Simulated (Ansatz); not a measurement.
**Os: strain tensor (xx, yy, zz, yz, xz, xy) = (−0.16, −2.43, −1.93, +0.96, +0.27, +0.64) %**

The reference is Os in the hcp (Mg type) structure (space group P6_3/mmc, No. 194; a = 2.7385 Å, c = 4.3193 Å; relaxed with 0.1 eV smearing). Axes: x lies along a and z along c of the hexagonal cell.

Perturbation: the symmetric strain tensor [-0.0016 0.0064 0.0027; 0.0064 -0.0243 0.0095; 0.0027 0.0095 -0.0193], atoms relaxed at fixed cell.

All numbers come from r2SCAN/PAW in Ansatz (a program for electronic structure), no spin-orbit coupling, earlier PAW set. k-mesh 24×24×13 (Γ-centred); smearing 0.1 eV (Fermi–Dirac).

Volume per atom: 13.40 Å³ (base 14.03 Å³)
Space group: P-1 (No. 2) (base P6_3/mmc (No. 194))
Energy relative to the base (free energy F): +57 meV/atom
Pressure (mean of the normal stresses, compression positive): 22.4 GPa (base 0.0 GPa)
Band gap: zero (base zero)
Stress (xx, yy, zz, yz, xz, xy; compression positive): (13.4, 27.4, 26.4, -6.2, -1.7, -4.2) GPa

Final structure:

```
Os
1.0
    2.73409     0.01753     0.00739
   -1.35187     2.30519     0.01895
    0.01166     0.04125     4.23596
Os
2
Direct
  0.33180   0.66488   0.75010
  0.66820   0.33512   0.24990
```

Cost of the whole job for the changed cell (relaxation, final SCF and bands): around 10 core-minutes (rough).

Whether these cells are dynamically stable was not tested. All final runs are without spin polarisation.
